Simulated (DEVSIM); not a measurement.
Structure: Schottky contact on n-type GaN, at 400 K.

| layer (left to right) | material | thickness (μm) | Nd (cm⁻³) | τn (s) | τp (s) |
|---|---|---|---|---|---|
| 1 | GaN | 0.490 | 5e16 | 1.4e-8 | 1.4e-8 |

Left contact: Schottky, work function 4.93 eV, emission velocity 2.7e6 cm/s. Right contact: ohmic. Voltage is applied to the left contact. Recombination: SRH at mid-gap, radiative. Mobility is μmin + (μ − μmin)/(1 + (N/Nref)^α).

The device is made up for the run: typed textbook-type constants, with dimensions and the other settings drawn at random. Values at 300 K; Nc and Nv go as T^1.5, mobilities as T to minus their exponent, the gap by Varshni's rule with the affinity fixed.

| parameter | GaN |
|---|---|
| gap (eV) | 3.43 |
| affinity (eV) | 4.1 |
| permittivity | 9.5 |
| Nc (cm⁻³) | 2.3e18 |
| Nv (cm⁻³) | 4.6e19 |
| μn (cm²/Vs) | 1200 |
| μp (cm²/Vs) | 100 |
| μn,min | 55 |
| μp,min | 3 |
| Nref,n | 2e17 |
| Nref,p | 3e17 |
| αn | 1 |
| αp | 2 |
| T exponent of μn | 1.5 |
| T exponent of μp | 2 |
| B (cm³/s) | 1e-11 |
| Varshni α (eV/K) | 0.00091 |
| Varshni β (K) | 830 |

DEVSIM, 1D drift-diffusion, Boltzmann statistics, complete ionisation; no tunnelling, impact ionisation, image-force lowering or self-heating. Metal contacts follow the ideal Schottky-Mott rule: no Fermi-level pinning, no interface dipoles.

The temperature was swept, all else fixed.

```csv
temperature (K),dark forward voltage at 1 A/cm² (V),potential step across the device at zero bias (V),dark forward voltage at 100 A/cm² (V)
250,0.539,0.753,0.639
300,0.474,0.731,0.594
350,0.408,0.708,0.549
400,0.341,0.683,0.502
450,0.273,0.658,0.455
500,0.205,0.632,0.406
```

From the first row to the last the dark forward voltage at 1 A/cm² goes from 0.539 to 0.205. From the first row to the last the potential step across the device at zero bias goes from 0.753 to 0.632.
